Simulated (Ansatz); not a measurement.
**W2C: uniaxial stress, 5 GPa compression along z**

Take W2C (space group P-3m1, No. 164; a = 3.034 Å, c = 4.658 Å; relaxed with 0.1 eV smearing) as the base. Axes: x lies along a and z along c of the hexagonal cell.

The change: uniaxial stress, 5 GPa compression along z, with the cell and atoms free to relax against it.

The values are results of Ansatz (a program for electronic structure) PBE-D3(BJ), no spin-orbit coupling, not measurements. Settings: 22×22×13 k-points, 0.1 eV Fermi–Dirac smearing.

The volume per atom shrinks by 0.04 Å³, from 12.38 Å³ to 12.34 Å³ and the shortest interatomic distance falls by 0.0029 Å (2.117 Å → 2.115 Å). The energy increases by 2.6 meV/atom and the band gap stays zero. The strain response (xx, yy, zz) amounts to (+0.53, +0.53, −1.37) % and the secant Young's modulus along z amounts to 360 GPa. The mean lateral Poisson ratio is 0.39.

Beyond what the load breaks, stability against distortions was not tested. The final runs are not spin-polarised.
